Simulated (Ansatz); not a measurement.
An Ansatz (a quantum-chemistry and plane-wave program) input (r2SCAN, PAW, 500 eV (Ansatz; spin-orbit coupling left out)):

Ansatz 0.2 input:
```yaml
crystal:
  lattice:
    - [3.9361779897, 0, 0]
    - [0, 3.9361779897, 0]
    - [0, 0, 11.1965467156]
  atoms:
    - { symbol: As, position: [0, 0, 0.5] }
    - { symbol: Ir, position: [0.5, 0.5, 0.2449525419] }
    - { symbol: Ir, position: [0, 0, 0] }
    - { symbol: Ir, position: [0.5, 0.5, 0.7550474581] }
    - { symbol: Ga, position: [0.5, 0, 0.8772627992] }
    - { symbol: Ga, position: [0, 0.5, 0.6303316398] }
    - { symbol: Ga, position: [0.5, 0, 0.3696683602] }
    - { symbol: Ga, position: [0, 0.5, 0.1227372008] }
basis: { ecutwfc: 500, ecutrho_ratio: 4, xc_grid: 4, fft_grid_basis: typed }
kpoints: { mp_grid: { grid: [12, 12, 5] } }
hamiltonian:
  xc: r2scan
  dispersion: none
  pseudopotentials: { kind: paw }
scf: { occupations: { method: fermi_dirac, width: 0.05 }, convergence: { dr2_threshold: 0.0000000008 } }
output: { forces: true, stress: true }
checkpoint: { write: state.ck, write_every: 1000 }
```

Task: Which symmetry and how many k-points will the program report, and about how many plane waves at Γ?

Result: Space group P-4m2 (ITA 115) with 8 operations, k-points 84 of 720, and 4369 plane waves at Γ.

These are small ordered cells, not random alloys; other orderings at the same x differ. No phonon test of stability was made. The final runs are not spin-polarised. The cell was made from GaAs by this change: x(Ir) = 0.75, 8 atoms, P-4m2.
